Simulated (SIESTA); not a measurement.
## Input and output of a self-consistent single point for Pb (Im-3m, 1 atom in the cell) (SIESTA)

Method: GGA PBEsol, numerical atomic orbitals DZP, PseudoDojo PBEsol standard norm-conserving potentials (rewritten from UPF to PSML) run with SIESTA.

The input file:

```
# files in the folder: Pb.psml (PseudoDojo PBEsol standard)
SystemName  Pb
SystemLabel siesta

NumberOfAtoms                1
NumberOfSpecies              1
%block ChemicalSpeciesLabel
  1 82 Pb
%endblock ChemicalSpeciesLabel
LatticeConstant              1.0 Ang
%block LatticeVectors
    -1.979660000    1.979660000    1.979660000
     1.979660000   -1.979660000    1.979660000
     1.979660000    1.979660000   -1.979660000
%endblock LatticeVectors
AtomicCoordinatesFormat      ScaledCartesian
%block AtomicCoordinatesAndAtomicSpecies
     0.000000000    0.000000000    0.000000000  1
%endblock AtomicCoordinatesAndAtomicSpecies

XC.functional                GGA
XC.authors                   PBEsol
PAO.BasisSize                DZP
PAO.EnergyShift              0.01 Ry
MeshCutoff                   400 Ry
%block kgrid.MonkhorstPack
   15   0   0  0.0
    0  15   0  0.0
    0   0  15  0.0
%endblock kgrid.MonkhorstPack
OccupationFunction           FD
ElectronicTemperature        0.1 eV

MaxSCFIterations             150
SCF.Mixer.Method             Pulay
SCF.Mixer.Weight             0.2
SCF.Mixer.History            6
SCF.DM.Tolerance             1.0E-04
Diag.ParallelOverK           true
WriteForces                  true
```

Log, with long lists cut:

```
reinit: Reading from file input.fdf

reinit: System Name: Pb
reinit: System Label: siesta

coor:   Atomic-coordinates input format  =     Cartesian coordinates
coor:                                          (in units of alat)

siesta: Atomic coordinates (Bohr) and species
siesta:      0.00000   0.00000   0.00000  1        1

siesta: System type = bulk

initatomlists: Number of atoms, orbitals, and projectors:      1    18    26

siesta: ******************** Simulation parameters ****************************
redata: Spin configuration                          = none
redata: Time-Reversal Symmetry                      = T
redata: Number of Atomic Species                    =        1
redata: Mesh Cutoff                                 =   400.0000 Ry
redata: Net charge of the system                    =     0.0000 |e|
redata: Min. number of SCF Iter                     =        0
redata: Max. number of SCF Iter                     =      150
redata: SCF convergence failure will abort job
redata: SCF mix quantity                            = Hamiltonian
redata: Mix DM or H after convergence               =   F
redata: Recompute H after scf cycle                 =   F
redata: Mix DM in first SCF step                    =   T
redata: No kicks to SCF
redata: DM Mixing Weight for Kicks                  =     0.5000
redata: Require Harris convergence for SCF          =   F
redata: Harris energy tolerance for SCF             =     0.000100 eV
redata: Require DM convergence for SCF              =   T
redata: DM tolerance for SCF                        =     0.000100
redata: Require EDM convergence for SCF             =   F
redata: EDM tolerance for SCF                       =     0.001000 eV
redata: Require H convergence for SCF               =   T
redata: Hamiltonian tolerance for SCF               =     0.001000 eV
redata: Require (free) Energy convergence for SCF   =   F
redata: (free) Energy tolerance for SCF             =     0.000100 eV
redata: Using DFT-D3 dispersion                     =   F
redata: Using Saved Data (generic)                  =   F
redata: Method of Calculation                       = Diagonalization
redata: Electronic Temperature                      =  1160.4518 K
redata: Number of TDED substeps                     =        3
redata: Dynamics option                             = Single-point calculation
redata: Save all siesta data in one NC              =   F
redata: ***********************************************************************

%block SCF.Mixers
  Pulay
%endblock SCF.Mixers

%block SCF.Mixer.Pulay
  # Mixing method
  method pulay
  variant stable

  # Mixing options
  weight 0.2000
  weight.linear 0.2000
  history 6
%endblock SCF.Mixer.Pulay

DM_history_depth set to one: no extrapolation allowed by default for geometry relaxation
Size of DM history Fstack: 1
Total number of electrons:    14.000000
Total ionic charge:    14.000000

* ProcessorY, Blocksize:    1  19

* Orbital distribution balance (max,min):    18    18

 Kpoints in:         1800 . Kpoints trimmed:         1688

siesta: k-grid: Number of k-points = 1688
siesta: k-points from Monkhorst-Pack grid
siesta: k-cutoff (effective) =    25.717 Ang
siesta: k-point supercell and displacements
siesta: k-grid:    15     0     0      0.000
siesta: k-grid:     0    15     0      0.000
siesta: k-grid:     0     0    15      0.000

diag: Algorithm                                     = D&C
diag: Parallel over k                               =   F
diag: Use parallel 2D distribution                  =   F
diag: Parallel block-size                           = 19
diag: Parallel distribution                         =     1 x     1
diag: Used triangular part                          = Lower
diag: Absolute tolerance                            =  0.100E-15
diag: Orthogonalization factor                      =  0.100E-05
diag: Memory factor                                 =  1.0000

superc: Internal auxiliary supercell:     5 x     5 x     5  =     125
superc: Number of atoms, orbitals, and projectors:    125   2250   3250

                        Single-point calculation

superc: Internal auxiliary supercell:     5 x     5 x     5  =     125
superc: Number of atoms, orbitals, and projectors:    125   2250   3250

outcell: Unit cell vectors (Ang):
       -1.979660    1.979660    1.979660
        1.979660   -1.979660    1.979660
        1.979660    1.979660   -1.979660

outcell: Cell vector modules (Ang)   :    3.428872    3.428872    3.428872
outcell: Cell angles (23,13,12) (deg):    109.4712    109.4712    109.4712
outcell: Cell volume (Ang**3)        :     31.0336
new_DM -- step:     1
Initializing Density Matrix...

Attempting to read DM from file... Failed...
DM filled with atomic data:

InitMesh: MESH = 36 x 36 x 36 = 46656
InitMesh: Mesh cutoff (required, used) =   400.000   456.979 Ry

stepf: Fermi-Dirac step function

        iscf     Eharris(eV)        E_KS(eV)     FreeEng(eV)     dDmax    Ef(eV) dHmax(eV)
   scf:    1    -1898.594987    -1897.662933    -1897.683367  0.584574 -3.109914  2.635261
   scf:    2    -1897.801724    -1897.734063    -1897.754423  0.030976 -3.171789  1.890295
   scf:    3    -1897.859025    -1897.806222    -1897.826342  0.074216 -3.326388  0.036031
   scf:    4    -1897.805991    -1897.806136    -1897.826240  0.004159 -3.339186  0.075304
   scf:    5    -1897.806317    -1897.806242    -1897.826358  0.003048 -3.335243  0.000690
mix: Pulay -- inversion failed, > SVD [rank/size] 3 / 4
   scf:    6    -1897.806242    -1897.806242    -1897.826358  0.000005 -3.335249  0.000563

SCF Convergence by DM+H criterion
max |DM_out - DM_in|         :     0.0000049058
max |H_out - H_in|      (eV) :     0.0005634524
SCF cycle converged after 6 iterations

Using DM_out to compute the final energy and forces

siesta: E_KS(eV) =            -1897.8062

siesta: E_KS - E_eggbox =     -1897.8062

siesta: Atomic forces (eV/Ang):
     1   -0.000000   -0.000000   -0.000000
   Tot   -0.000000   -0.000000   -0.000000
   Max    0.000000
   Res    0.000000    sqrt( Sum f_i^2 / 3N )
   Max    0.000000    constrained

Stress tensor Voigt[x,y,z,yz,xz,xy] (kbar):       14.40       14.40       14.40        0.03        0.03        0.03
(Free)E + p*V (eV/cell)    -1898.1053
Target enthalpy (eV/cell)    -1897.8264

siesta: Program's energy decomposition (eV):
siesta: Ebs     =      -237.285337
siesta: Eions   =      2228.584979
siesta: Ena     =       183.382163
siesta: Ekin    =       934.181598
siesta: Enl     =      -274.574578
siesta: Eso     =         0.000000
siesta: Edftu   =         0.000000
siesta: DEna    =        13.071265
siesta: DUscf   =         0.299798
siesta: DUext   =         0.000000
siesta: Ex      =      -488.792083
siesta: Ec      =       -36.789426
siesta: Exc     =      -525.581509
siesta: Eharris =     -1897.806242
siesta: Etot    =     -1897.806242
siesta: FreeEng =     -1897.826358

siesta: Stress tensor (static) (eV/Ang**3):
siesta:     0.008988    0.000018    0.000018
siesta:     0.000018    0.008988    0.000018
siesta:     0.000018    0.000018    0.008988

siesta: Cell volume =         31.033576 Ang**3

siesta: Pressure (static):
siesta:                Solid            Molecule  Units
siesta:          -0.00009789         -0.00009789  Ry/Bohr**3
siesta:          -0.00898794         -0.00898794  eV/Ang**3
siesta:         -14.40027034        -14.40027034  kBar
```

The run converged in 6 iterations.

The starting cell comes from a database of computed structures (which also holds hypothetical and non-ambient phases and stackings), without a prior relaxation at this level. Values carry the incompleteness of an atom-centred basis.

Cost on one core of a shared machine: roughly 30 s.
